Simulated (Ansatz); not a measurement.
An input for Ansatz (PBEsol) and the part of its output that reports the quasi-harmonic study. Lengths are of the primitive cell. The cell was generated from a structure type, relaxed within its symmetry, and need not be the phase found at ambient conditions. The pressure is 30 GPa. The structure is held there; whether it is the stable one at that pressure was not tested.

Ansatz 0.2 input:
```yaml
crystal:
  lattice:
    - [2.8709660229, 0.0, 0.0]
    - [0.0, 2.8709660229, 0.0]
    - [0.0, 0.0, 2.8709660229]
  atoms:
    - { symbol: Al, position: [0.0, 0.0, 0.0] }
    - { symbol: Ru, position: [0.5, 0.5, 0.5] }
kpoints:
  mp_grid: { grid: [12, 12, 12] }
hamiltonian:
  xc: pbesol
  pseudopotentials: { kind: paw }
scf:
  occupations: { method: methfessel_paxton, width: 0.15 }
phonons:
  method: dfpt
  qmesh: [3, 3, 3]
  temperatures: { t_max: 1000, t_step: 25 }
  thermal_expansion: { pressure: 30 }
checkpoint:
  write: run
```

```
--- Thermal expansion: 10 cells in 3 rounds, 30 GPa ---
  no lower state was reached at cell 4; its state was not examined: fill_not_monotonic
  without vibrations: a 2.87034, b 2.87034, c 2.87034 Å, V 23.6484 Å³, B 342.89 GPa
  at 0 K: a 2.87368, b 2.87368, c 2.87368 Å, V 23.7310 Å³, B 340.14 GPa
  zero-point expansion: a +0.116, b +0.116, c +0.116, V +0.349 %
      T/K        a/Å        b/Å        c/Å       V/Å³ | expansion of a, b, c, V (1e-6/K)   | that of V in the mean from 25 °C | C_P, C_V (J/mol K of the cell) | B_T, B_S (GPa)
     0.00    2.87368    2.87368    2.87368    23.7310 |    0.00    0.00    0.00    0.00 |    8.17 |     0.000     0.000 |   340.14   340.14
   100.00    2.87387    2.87387    2.87387    23.7358 |    1.95    1.95    1.95    5.84 |   11.28 |    17.759    17.742 |   339.68   340.00
   200.00    2.87476    2.87476    2.87476    23.7578 |    3.96    3.96    3.96   11.89 |   13.36 |    35.695    35.558 |   337.99   339.29
   298.15    2.87602    2.87602    2.87602    23.7889 |    4.83    4.83    4.83   14.50 |       - |    43.266    42.965 |   335.94   338.29
   375.00    2.87713    2.87713    2.87713    23.8165 |    5.19    5.19    5.19   15.56 |   15.08 |    46.297    45.862 |   334.24   337.41
   475.00    2.87867    2.87867    2.87867    23.8547 |    5.47    5.47    5.47   16.42 |   15.63 |    48.664    48.054 |   331.97   336.19
   575.00    2.88027    2.88027    2.88027    23.8946 |    5.66    5.66    5.66   16.99 |   16.05 |    50.191    49.403 |   329.66   334.92
   675.00    2.88192    2.88192    2.88192    23.9358 |    5.81    5.81    5.81   17.43 |   16.38 |    51.303    50.336 |   327.32   333.61
   775.00    2.88362    2.88362    2.88362    23.9780 |    5.93    5.93    5.93   17.80 |   16.67 |    52.190    51.038 |   324.95   332.28
   875.00    2.88534    2.88534    2.88534    24.0211 |    6.04    6.04    6.04   18.12 |   16.92 |    52.944    51.603 |   322.56   330.94
   975.00    2.88710    2.88710    2.88710    24.0650 |    6.14    6.14    6.14   18.42 |   17.15 |    53.615    52.081 |   320.14   329.57
  1000.00    2.88755    2.88755    2.88755    24.0761 |    6.16    6.16    6.16   18.49 |   17.20 |    53.773    52.190 |   319.54   329.23
  the static fit leaves 0.001 meV an atom of the energies and, of the stresses, 0.000 GPa of each cell's largest along a strain (root mean squares over the cells), whose Pulay part it has at -0.044 GPa
  vibrations' free energy: its fit passes through its cells
  the electrons' free energy at temperature is in it; its fit leaves 0.0000 meV an atom at the most
  free energies summed between the sampled wave vectors
  estimated error of the fitted expansion in any direction: up to 0.016e-6/K, at 1000 K, with few degrees of freedom (an estimate, not a bound: it was exceeded on models of known expansion)
  by sums over the sampled wave vectors an expansion of the volume parts by up to 0.30e-6/K
  by a static energy of one degree less an expansion of the volume parts by up to 0.01e-6/K
```

Warnings of the run: phonon_interpolation_lacks_dipole_term, thermal_expansion_settings.

Cost: about 20 core-minutes (a rough figure).

The crystal is held in this phase throughout; melting and phase transitions are not modelled.

The PAW data sets were generated under PBE and serve the other functionals too.

Ansatz is a program for electronic structure.
